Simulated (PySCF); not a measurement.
PySCF 2.14.0, unrestricted TPSSH/def2-svp, df: diethyl sulfide anion (CCSCC), charge -1, multiplicity 2, 15 atoms. The geometry is a generated start, not checked to be a minimum at this level.

```
Item                          Result
-------------------  ---------------
task                          energy
method                         tpssh
basis                       def2-svp
two-electron scheme  density fitting
mol.max_memory               3000 MB
mf.max_cycle                     100
mf.init_guess        minao (default)
mf.conv_tol          1e-09 (default)
mf.grids.level           3 (default)
basis functions                  124
grid points                   173432
```

```xyz
15

C      2.5667    -0.1146     0.1152
C      1.1151     0.1786    -0.2099
S      0.0524    -0.2951     1.2050
C     -1.5476     0.3843     0.6504
C     -2.1684    -0.4058    -0.4856
H      2.8782     0.4443     0.9943
H      3.2013     0.1630    -0.7237
H      2.6994    -1.1746     0.3200
H      0.9592     1.2435    -0.3903
H      0.7908    -0.3916    -1.0810
H     -1.3852     1.4274     0.3746
H     -2.1798     0.3470     1.5374
H     -2.2728    -1.4509    -0.2042
H     -1.5560    -0.3491    -1.3831
H     -3.1533    -0.0062    -0.7191
```

Charge -1 and multiplicity 2 are set for this test and not shown to be the ground state.

With the defaults (mf.DIIS = CDIIS, mf.level_shift = 0, mf.diis = true, mf.diis_space = 8, mf.damp = 0, mf.diis_start_cycle = 1, newton = off, mf.diis_damp = 0) it converges in 18 Fock builds. One run each on 2 threads, 1 BLAS thread, with these changes:
- mf.level_shift = 1 Hartree
- newton = Hessian by the SCF's own integrals
- mf.level_shift = 0.3 Hartree
- mf.diis_space = 12
- mf.damp = 0.7, mf.diis_start_cycle = 8
- mf.diis_damp = 0.3
- mf.diis_space = 5
- mf.diis = false
- mf.DIIS = EDIIS

Which runs fail or end elsewhere than the default run?

No convergence: mf.DIIS = EDIIS; mf.level_shift = 1 Hartree; mf.diis = false (the run ends without SCF convergence in 100 cycles). The rest reach the solution of the defaults.

| setting | Fock builds | end |
|---|---|---|
| mf.diis_damp = 0.3 | 17 | same solution |
| the defaults | 18 | same solution |
| mf.diis_space = 12 | 18 | same solution |
| mf.damp = 0.7, mf.diis_start_cycle = 8 | 19 | same solution |
| mf.diis_space = 5 | 19 | same solution |
| newton = Hessian by the SCF's own integrals | 51 | same solution |
| mf.level_shift = 0.3 Hartree | 82 | same solution |
| mf.DIIS = EDIIS | 101 | no convergence |
| mf.level_shift = 1 Hartree | 101 | no convergence |
| mf.diis = false | 101 | no convergence |

Under newton the count holds the products with the orbital Hessian.
